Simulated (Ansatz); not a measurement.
Worked calculations on one periodic cell of amorphous Ti20O37N2: Ti20O37N2, 59 atoms, volume 720.2 Å³, made by a melt-quench on the CHGNet potential and relaxed with DFT. O and N atoms were pushed apart under 1.9 Å during the dynamics, to hinder bonds among them. It is a model cell: composition and starting density were chosen by hand, and all elements were melted together. Cycles of charging were run to anneal it. Computed with PBE, scalar-relativistic without spin-orbit coupling (plane waves to 420 eV, PAW; Ansatz, a program for electronic structure). Sampling: a 2×2×2 Γ-centred mesh; Fermi-Dirac width 0.02 eV; no spin polarisation. Its volume was held where the quench left it, its shape was held as a cube, and it stands at a mean pressure of 0.9 GPa with stress components up to 4.3 GPa; the relaxation ran on the zone centre alone. Its density went from a set 3.64 to 3.64 g/cm³. The cell is small and was quenched far faster than a real film, so it is one sample of the glass.

**Question.** Count formal charges (Ti +4, O -2, N -3). What does the count lead one to expect at the Fermi level, and what does the calculation give?

**Answer.** 20 × (+4) + 37 × (-2) + 2 × (-3) = 0. The charges balance, so the anion-derived valence states can be full and a gap can open. On this mesh the highest filled and lowest empty level lie 2.07 eV apart, the PBE gap of this cell, with a localised state at one edge or both.

Four energies for an added electron at PBE on the zone centre alone (charged cells in a uniform background, spin-polarised): neutral at the neutral geometry -71830.071 eV; charged at the neutral geometry -71820.778 eV; charged and relaxed -71820.854 eV; neutral at the charged geometry -71829.975 eV.

**Question.** Find the two relaxation energies and their sum, the reorganisation energy.

**Answer.** On charging: -71820.778 − (-71820.854) = 0.076 eV. On discharging: -71829.975 − (-71830.071) = 0.096 eV. The sum is 0.172 eV. The carrier's level spreads over 14 of the 59 atoms' worth, so it counts as partly localised, most on one Ti atom with neighbours O 1.87 Å, O 1.92 Å, O 1.95 Å, O 2.01 Å, O 2.04 Å, O 2.17 Å (neutral geometry). The values are uncorrected: the image energy of a point charge in this cell, 2.84 × 14.40 / (2 × 9.0) = 2.3 eV before screening, is screened by electrons alone at the fixed geometry and by ions too after relaxing, and the carrier can be spread before it relaxes, so each term can be off by up to that value times 1/ε∞, some tenths of an eV. PBE's self-interaction favours spread-out carriers, so a hybrid can localise more.

Four energies for a hole at PBE on the zone centre alone (charged cells in a uniform background, spin-polarised): neutral at the neutral geometry -71830.071 eV; charged at the neutral geometry -71837.050 eV; charged and relaxed -71837.460 eV; neutral at the charged geometry -71829.457 eV.

**Question.** Find the two relaxation energies and their sum, the reorganisation energy.

**Answer.** On charging: -71837.050 − (-71837.460) = 0.410 eV. On discharging: -71829.457 − (-71830.071) = 0.614 eV. The sum is 1.024 eV. The carrier's level spreads over 3 of the 59 atoms' worth, so it counts as localised, most on one N atom with neighbours Ti 1.92 Å, Ti 2.06 Å, Ti 2.15 Å, Ti 2.23 Å (neutral geometry). The values are uncorrected: the image energy of a point charge in this cell, 2.84 × 14.40 / (2 × 9.0) = 2.3 eV before screening, is screened by electrons alone at the fixed geometry and by ions too after relaxing, and the carrier can be spread before it relaxes, so each term can be off by up to that value times 1/ε∞, some tenths of an eV. PBE's self-interaction favours spread-out carriers, so a hybrid can localise more.
